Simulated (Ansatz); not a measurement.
PtGe under a change: biaxial strain −2.16 %, plane normal [001], relaxed out of plane

Start from PtGe (space group Pnma, No. 62; a = 5.819 Å, b = 3.757 Å, c = 6.175 Å). Axes: x, y, z lie along a, b, c of the conventional cell.

One thing is altered: compressive biaxial strain of 2.16 % in the plane normal to [001], as in epitaxy on a mismatched substrate; the out-of-plane cell vector and the atoms relax.

Level of theory: Ansatz (a program for electronic structure) PBE, without spin-orbit coupling. Γ-centred 12×8×8 mesh, Fermi–Dirac width 0.05 eV, for the changed cell.

The space group stays Pnma (No. 62) and the shortest interatomic distance shrinks by 0.012 Å to 2.496 Å. The pressure (mean of the normal stresses, compression positive) goes from zero to 3.2 GPa and the band gap stays zero. The out-of-plane strain comes out as +2.50 % (rough) and the mean in-plane stress (compression positive) comes out as +4.8 GPa (rough).

Final structure (turned so that z lies along the plane normal):

```
PtGe
1.0
    3.67593     0.00000     0.00000
    0.00000     5.69301     0.00000
    0.00000     0.00000     6.32932
Pt Ge
4 4
Direct
  0.25000   0.00166   0.19210
  0.25000   0.50166   0.30790
  0.75000   0.99834   0.80790
  0.75000   0.49834   0.69210
  0.25000   0.81409   0.58458
  0.25000   0.31409   0.91542
  0.75000   0.18591   0.41542
  0.75000   0.68591   0.08458
```

Without a gap, meshes like the base's 8×12×8 leave anisotropic stresses uncertain by several tenths of a GPa, and small strain energies with them. Stability against distortions was not tested. The final runs are not spin-polarised.
